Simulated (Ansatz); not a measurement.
Ansatz (a quantum-chemistry and plane-wave program) run on GaN (F-43m, 2 atoms in the cell): self-consistent single point.

Computed with PBE (plane waves, PAW; Ansatz).

The change in words: lattice scaled by 0.98. Reference geometry:
```
GaN
1.0
    0.00000     2.26000     2.26000
    2.26000     0.00000     2.26000
    2.26000     2.26000     0.00000
Ga N
1 1
Direct
  0.00000   0.00000   0.00000
  0.25000   0.25000   0.25000
```

Reference input (self-consistent single point, DFT, PBE, plane waves, default PAW files): kpoints.mp_grid.grid = 13 13 13; hamiltonian.xc = pbe; hamiltonian.pseudopotentials = {kind: paw} (the program's default PAW files); scf.occupations.method = fermi_dirac; scf.occupations.width = 0.01 eV. This run's input differs from it in these lines:

```diff
@@ -2,5 +2,5 @@
   lattice:
-    - [0.000000, 2.260000, 2.260000]
-    - [2.260000, 0.000000, 2.260000]
-    - [2.260000, 2.260000, 0.000000]
+    - [0.000000, 2.214800, 2.214800]
+    - [2.214800, 0.000000, 2.214800]
+    - [2.214800, 2.214800, 0.000000]
   atoms:
```

Log, with long lists cut:

```
SCF iter   1: F=—  HF=-4167.822582 eV  |F-HF|=—  |Δ(HF+E_count)|=         —  Δρ=7.51e-4  dr2=4.51e-5  ethr=1.77e-3  ⟨swp⟩=5.1  Hψ=5934  notcnv=0
all-band conjugate gradients solve this SCF's bands
preconditioner: auto → none
SCF iter   2: F=—  HF=-4167.822890 eV  |F-HF|=—  |Δ(HF+E_count)|=   3.09e-4  Δρ=3.57e-4  dr2=9.51e-6  ethr=2.51e-7  ⟨swp⟩=2.6  Hψ=2918  notcnv=0
SCF iter   3: F=—  HF=-4167.822935 eV  |F-HF|=—  |Δ(HF+E_count)|=   4.46e-5  Δρ=1.45e-4  dr2=1.80e-6  ethr=5.28e-8  ⟨swp⟩=2.0  Hψ=1774  notcnv=0
SCF iter   4: F=—  HF=-4167.822945 eV  |F-HF|=—  |Δ(HF+E_count)|=   9.57e-6  Δρ=2.36e-5  dr2=9.53e-8  ethr=1.00e-8  ⟨swp⟩=2.0  Hψ=1848  notcnv=0
iter 5 did not close the SCF: its close was put off for the readings that it lacked (scf_convergence_deferred on its scf_iter line)
SCF iter   5: F=-4167.822945 eV  HF=-4167.822945 eV  |F-HF|=9.53e-10  |Δ(HF+E_count)|=   2.86e-8  Δρ=1.03e-5  dr2=8.05e-9  ethr=5.29e-10  ⟨swp⟩=2.0  Hψ=1845  notcnv=0
SCF iter   6: F=-4167.822945 eV  HF=-4167.822945 eV  |F-HF|=2.55e-11  |Δ(HF+E_count)|=   1.68e-9  Δρ=6.61e-7  dr2=3.67e-11  ethr=4.47e-11  ⟨swp⟩=1.9  Hψ=3330  notcnv=0
SCF 1 converged in 6 iterations: F = -4167.822945 eV  dr2 = 3.67e-11
Free energy (F): -4167.822945 eV
Internal energy: -4167.822945 eV  (E = F + TS)
E sigma→0 (E₀):  -4167.822945 eV
Fermi energy:    11.493762 eV
--- Forces (eV/Å), atoms counted from 1 ---
  atom   1  Ga     0.00000000    -0.00000000     0.00000000
  atom   2  N     -0.00000000    -0.00000000     0.00000000
--- Stress (GPa, compression-positive) ---
       16.294435       0.000000      -0.000000
       -0.000000      16.294435       0.000000
       -0.000000       0.000000      16.294435
  P = ⅓ Tr σ = 16.2944 GPa (162.944 kbar)
  The stress holds the Pulay correction. Without it, at fixed plane waves, as pw.x and ABINIT print it: P = 15.7527 GPa
```

The run converged in 6 iterations. Against the reference run the free energy rises by 40.3 meV/atom, the pressure goes from 3.39 to 16.29 GPa and the gap on the mesh goes from 1.662 to 2.048 eV.

The starting cell has typed, rounded lattice constants, without a prior relaxation at this level. For this run, on top of that: lattice scaled by 0.98. With a pressure of about 16 GPa the cell is away from its equilibrium volume at this level. Ansatz's pressure includes its estimate of the finite-basis (Pulay) stress. Without the estimate this run gives 15.75 GPa.

Keys are those of Ansatz 0.2.
